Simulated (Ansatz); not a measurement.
An Ansatz (a quantum-chemistry and plane-wave program) run: CsPbCl3 with a change (Pb → Bi); Ansatz, r2SCAN, PAW, cutoff 500 eV, scalar-relativistic without spin-orbit coupling.

Input:

Ansatz 0.2 input:
```yaml
crystal:
  lattice:
    - [5.6434227028, 0, 0]
    - [0, 5.6434227028, 0]
    - [0, 0, 5.6434227028]
  atoms:
    - { symbol: Cs, position: [0, 0, 0] }
    - { symbol: Bi, position: [0.5, 0.5, 0.5] }
    - { symbol: Cl, position: [0, 0.5, 0.5] }
    - { symbol: Cl, position: [0.5, 0.5, 0] }
    - { symbol: Cl, position: [0.5, 0, 0.5] }
basis: { ecutwfc: 500, ecutrho_ratio: 4, xc_grid: 4, fft_grid_basis: typed }
kpoints: { mp_grid: { grid: [8, 8, 8] } }
hamiltonian:
  xc: r2scan
  dispersion: none
  pseudopotentials: { kind: paw }
scf: { occupations: { method: fermi_dirac, width: 0.05 }, convergence: { dr2_threshold: 0.0000000005 } }
output: { forces: true, stress: true }
checkpoint: { write: state.ck, write_every: 1000 }
```

Output (explanatory and most iteration lines left out):

```
Pseudopotential: Cs, paw, valence charge 9
Pseudopotential: Bi, paw, valence charge 15
Pseudopotential: Cl, paw, valence charge 7
Crystal: 5 atoms, lattice volume = 179.733 Å³
Basis set: ecut = 500 eV, 4553 PW (Γ), exchange–correlation on 180×180×180 points (64 copies of the dense FFT grid, shifted against one another)
Bands: 28, of which v1, the nominal top of the filled ones, is band 23 counted from 1 (22 counted from 0)
Symmetry: 48 space group operations
Space group: Pm-3m (ITA 221), of the structure as read, at distance tolerance 5.6e-5 Å
k-points: 35 of 512
Functional: x = r2scan, c = r2scan; τ floored in thin density (d = 2e-4 eV/Å³)
SCF iter   1: F=—  HF=-21354.478149 eV  |F-HF|=—  |Δ(HF+E_count)|=         —  Δρ=4.33e-3  dr2=4.13e-2  dr2_τ=6.09e-3  ethr=1.77e-3  ⟨swp⟩=8.5  Hψ=5054  notcnv=0
SCF iter   2: F=—  HF=-21354.495741 eV  |F-HF|=—  |Δ(HF+E_count)|=   1.76e-2  Δρ=1.87e-3  dr2=1.15e-2  dr2_τ=3.26e-4  ethr=9.17e-5  ⟨swp⟩=2.7  Hψ=2082  notcnv=0  defer=21
SCF 1 converged in 9 iterations: F = -21354.492505 eV  dr2 = 1.41e-11
SCF converged after 9 iterations
Free energy (F): -21354.492505 eV
Internal energy: -21354.473981 eV  (E = F + TS)
E sigma→0 (E₀):  -21354.483243 eV
Entropy (-TS):   -0.018524 eV (-3.705 meV/atom)
Fermi energy:    5.612247 eV
--- Forces (eV/Å), atoms counted from 1 ---
  atom   1  Cs    -0.00000000     0.00000000    -0.00000000
  atom   2  Bi     0.00000000    -0.00000000     0.00000000
  atom   3  Cl     0.00000000     0.00000000     0.00000000
  atom   4  Cl     0.00000000    -0.00000000     0.00000000
  atom   5  Cl     0.00000000    -0.00000000     0.00000000
--- Stress (GPa, compression-positive) ---
        0.005772       0.000000       0.000000
        0.000000       0.005772       0.000000
        0.000000       0.000000       0.005772
  P = ⅓ Tr σ = 0.0058 GPa (0.058 kbar)
```

Whether these cells are dynamically stable was not tested. The final runs are not spin-polarised. An odd electron count without spin: CsBiCl3. The cell was made from CsPbCl3 by this change: Pb → Bi; the result is a hypothetical phase, not in the database extracts checked. Many cubic perovskites are stable only at high temperature; tilts and polar distortions were not tested.
